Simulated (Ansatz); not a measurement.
Consider Al in the fcc (Cu type) structure (space group Fm-3m, No. 225; relaxed with 0.1 eV smearing).

```xyz
1
Lattice="0.0000 2.0077 2.0077 2.0077 0.0000 2.0077 2.0077 2.0077 0.0000" Properties=species:S:1:pos:R:3 pbc="T T T"
Al     0.0000     0.0000     0.0000
```

Cartesian axes are those of the cell as printed.

The values are results of Ansatz (an electronic-structure program), PBEsol, PAW, cutoff 420 eV, scalar-relativistic without spin-orbit coupling, not measurements.

For the base:

The shortest interatomic distance comes out as 2.839 Å and the pressure is 0.0 GPa.

The change: tensile biaxial strain of 3.00 % in the plane normal to [001], as in epitaxy on a mismatched substrate; the out-of-plane cell vector and the atoms relax.

**Question.** What does the calculation give for the ratio −ε⊥/ε∥ after the change?

**Answer.** The ratio −ε⊥/ε∥ is 1.02.

**Question.** Estimate the effect on the shortest interatomic distance.

**Answer.** The shortest interatomic distance stays essentially unchanged (2.839 Å against 2.840 Å).

**Question.** Predict the new pressure.

**Answer.** The pressure (mean of the normal stresses, compression positive) goes from zero to -1.9 GPa.

Whether these cells are dynamically stable was not tested.
